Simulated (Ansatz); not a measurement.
Worked example: relaxation of cell and atoms of ZnCu2SnSe4 (I-4, 8 atoms in the cell) in Ansatz (a program for electronic structure).

Method: LDA (PW92), harder PAW files (source: ansatz) made with PBE (plane waves; Ansatz).

```xyz
8
Lattice="-2.8865 2.8865 5.7416 2.8865 -2.8865 5.7416 2.8865 2.8865 -5.7416" Properties=species:S:1:pos:R:3 pbc="T T T"
Zn     0.0000     2.8865     2.8708
Cu     2.8865     0.0000     2.8708
Cu     0.0000     0.0000     0.0000
Sn     0.0000     0.0000     5.7416
Se     1.5386     1.4994     4.2490
Se     4.3859     1.3479     1.4926
Se     1.3479     1.3871    -1.4926
Se    -1.4994     1.5386     7.2341
```

Reference input (self-consistent single point, DFT, PBE, plane waves, harder PAW files (source: ansatz)): basis.ecutwfc = 700 eV; kpoints.mp_grid.grid = 6 6 6; kpoints.mp_grid.shift = 0.5 0.5 0.5; hamiltonian.xc = pbe; hamiltonian.pseudopotentials = {kind: paw, source: ansatz}; scf.occupations.method = cold; scf.occupations.width = 0.2 eV. This run's input differs from it in these lines:

Ansatz 0.2 input:
```diff
@@ -19,3 +19,3 @@
 hamiltonian:
-  xc: pbe
+  xc: lda
   pseudopotentials: { kind: paw, source: ansatz }
@@ -23,2 +23,4 @@
   occupations: { method: cold, width: 0.2 eV }
+relax:
+  cell: {}
 output:
```

Log, with long lists cut:

```
   [... SCF lines of the steps left out ...]
relax step   1: F+E_penalty+E_count = -51637.96498430 eV  Δ(F+E_penalty+E_count) = +0.000e0 eV  max|allowed force component| = 1.659e-1 eV/Å  Δτ_max = 0.0000 Å  P = -5.146 GPa  Ω = 191.352 Å³  (14 SCF iters, dr2 threshold 1.00e-7 eV, accepted)
relax step   2: F+E_penalty+E_count = -51638.23814528 eV  Δ(F+E_penalty+E_count) = -2.732e-1 eV  max|allowed force component| = 2.621e-1 eV/Å  Δτ_max = 0.0078 Å  P = -0.365 GPa  Ω = 176.742 Å³  energy of the carried Pulay correction = +1.332e-3 eV  [...]
   [... lines left out ...]
relax step   4: F+E_penalty+E_count = -51638.26056205 eV  Δ(F+E_penalty+E_count) = -2.277e-4 eV  max|allowed force component| = 1.769e-3 eV/Å  Δτ_max = 0.0027 Å  P = -0.014 GPa  Ω = 175.299 Å³  energy of the carried Pulay correction = +1.469e-3 eV  [...]
relax step   5: F+E_penalty+E_count = -51638.25942170 eV  Δ(F+E_penalty+E_count) = +1.140e-3 eV  max|allowed force component| = 1.797e-3 eV/Å  Δτ_max = 0.0000 Å  P = -0.018 GPa  Ω = 175.299 Å³  stress off target by 2.96e-2 GPa  SCF on the basis [...]
basis re-selected at this cell: Δ(F+E_penalty+E_count) = +1.140e-3 eV, ΔP = -0.005 GPa vs the last step
the relaxation is at rest under the 4 symmetry operations that the run kept from its start: a minimum is not shown …
Stability not checked (fill_not_monotonic)
Free energy (F): -51638.259422 eV
Internal energy: -51638.271518 eV  (E = F + TS)
   [... lines left out ...]
Fermi energy:    10.195975 eV
  cell:  # Å, volume = 175.2994 Å³
   [... lines left out ...]
    - { symbol: Sn, position: [0.5, 0.5, -2.11281313265864e-20] }
    - { symbol: Se, position: [0.6305775324820951, 0.6406641439195735, 0.5333432093644344] }
    - { symbol: Se, position: [0.35933585608042684, 0.892679065444861, 0.9899133885625215] }
    - { symbol: Se, position: [0.10732093455513891, 0.09723432311766067, 0.4666567906355657] }
    - { symbol: Se, position: [0.9027656768823393, 0.369422467517905, 0.010086611437478299] }
```

The run converged. 

Summary of the result:
Free energy E − TS (on the zero of these files): -51638.2594 eV
Pressure: -0.02 GPa
Largest force (vector length): 0.002 eV/Å
Final cell: a = b = c = 6.852 Å, α = β = 131.77°, γ = 70.59°
Final volume per atom: 21.91 Å³
Relaxation steps: 5

The starting cell comes from a database of computed structures (which also holds hypothetical and non-ambient phases and stackings), without a prior relaxation at this level. Its lattice was rescaled by a random factor within 2.5 % of one. Spin polarisation is off. The relaxation keeps the symmetry of its start, so its end need not be a minimum. Ansatz's pressure includes its estimate of the finite-basis (Pulay) stress. A gap is left out here, as mesh or smearing make it unsure.

Cost on one core of a shared machine: roughly 10 min.
